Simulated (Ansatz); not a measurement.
The reference is MoS2 in the 2H-MoS2 type structure (space group P6_3/mmc, No. 194; layered, stacked along the Cartesian z axis).

```
CELL_PARAMETERS angstrom
      3.17298     0.00000     0.00000
     -1.58649     2.74788     0.00000
      0.00000     0.00000    12.43606
ATOMIC_POSITIONS crystal
  Mo 0.33333 0.66667 0.25000
  Mo 0.66667 0.33333 0.75000
  S  0.33333 0.66667 0.62490
  S  0.66667 0.33333 0.12490
  S  0.66667 0.33333 0.37510
  S  0.33333 0.66667 0.87510
```

The values are results of r2SCAN+rVV10 (Ansatz, a program for electronic structure), spin-orbit coupling left out, not measurements.

Base values:

The valence-band top at Γ is 0.00, -1.13, -1.36 eV and the smallest direct gap comes out as 1.74 eV.

Perturbation: a free-standing slab of 2 layers (6 atoms, 3 a layer) is cut normal to the stacking axis, with 15 Å of vacuum and the in-plane cell relaxed.

Question: What happens to the gap character?

Answer: The gap character amounts to indirect, Γ → K.

Question: Estimate the effect on the valence-band top at Γ.

Answer: The valence-band top at Γ (three highest levels, from the VBM) changes from 0.00, -1.13, -1.36 eV to 0.00, -0.63, -1.86 eV.

Question: Estimate the effect on the excess energy per area of both faces.

Answer: The excess energy per area of both faces (slab less bulk energy over the cell's area: twice a surface energy) is 0.38 J/m².

Question: Estimate the effect on the smallest direct gap.

Answer: The smallest direct gap increases by 0.04 eV, from 1.74 eV to 1.78 eV.

Question: Predict the new hole mass.

Answer: The hole mass (in plane) is 1.1 mₑ (at Γ).

The excess energy carries the mismatch between the slab's and the bulk's meshes. Masses are band curvatures over ±0.01 Å⁻¹ around the edge. No phonon test of stability was made. k-point labels follow each cell's own Brillouin zone.
